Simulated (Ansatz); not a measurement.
Habitual settings against a tight run: HgTe (F-43m, 2 atoms in the cell)

Self-consistent single point.

```
CELL_PARAMETERS angstrom
      0.00000     3.28999     3.28999
      3.28999     0.00000     3.28999
      3.28999     3.28999     0.00000
ATOMIC_POSITIONS crystal
  Hg 0.00000 0.00000 0.00000
  Te 0.25000 0.25000 0.25000
```

Method: LDA (PW92), PAW files made with PBE (plane waves; Ansatz, a quantum-chemistry and plane-wave program).

Base settings: basis.ecutwfc = 420 eV; kpoints.mp_grid.grid = 7 7 7; hamiltonian.xc = lda; hamiltonian.pseudopotentials = {kind: paw} (the program's default PAW files); scf.occupations.method = gaussian; scf.occupations.width = 0.2 eV.

Tight run (finer mesh or higher cutoff; not a proven limit): basis.ecutwfc: 420 eV → 590 eV; kpoints.mp_grid.grid: 7 7 7 → 10 10 10; scf.convergence.dr2_threshold: default (1e-07 eV) → 1e-09 eV. It gave Fermi level (on the code's own zero) 7.70 eV; pressure -2.67 GPa.

Quick runs, as changes from the base:
- A: the base itself
- B: basis.ecutwfc: 420 eV → 210 eV; kpoints.mp_grid.grid: 7 7 7 → 8 8 8; scf.convergence.dr2_threshold: default (1e-07 eV) → 0.0001 eV
- C: basis.ecutwfc: 420 eV → 210 eV; kpoints.mp_grid.grid: 7 7 7 → 2 2 2; scf.occupations.width: 0.2 eV → 0.5 eV; scf.convergence.dr2_threshold: default (1e-07 eV) → 0.001 eV
- D: basis.ecutwfc: 420 eV → 250 eV; kpoints.mp_grid.grid: 7 7 7 → 1 1 1; scf.occupations.width: 0.2 eV → 0.5 eV; scf.convergence.dr2_threshold: default (1e-07 eV) → 0.001 eV

Energies are extrapolated to zero smearing width, which holds to low order in the width alone.

The count of work is k-points × plane waves × bands × iterations; it is no time. 

Pressures in the table are Ansatz's without its Pulay estimate, at a fixed set of plane waves; the tight run's value above holds the estimate.

The starting cell comes from a database of computed structures (which also holds hypothetical and non-ambient phases and stackings), without a prior relaxation at this level. The run gives no clean gap (levels at the Fermi energy touch, overlap or are partly filled at this smearing), which alone does not show that the compound is a metal.

| run | energy less tight (meV/atom) | pressure less tight (GPa) | count of work / tight |
|---|---|---|---|
| A | 3.9 | 0.00 | 0.21 |
| B | 5139.5 | -131.71 | 0.096 |
| C | 6521.8 | -142.74 | 0.0086 |
| D | 6406.8 | 3.94 | 0.0040 |

Among the runs at the tight run's level, the energy misses run from 3.9 to 6521.8 meV/atom.

Left out of this page: 1 run of the series with a known weakness of the program; 1 run of the series unsound by tests on forces, stress, charge or solver warnings.

Keys are those of Ansatz 0.2.
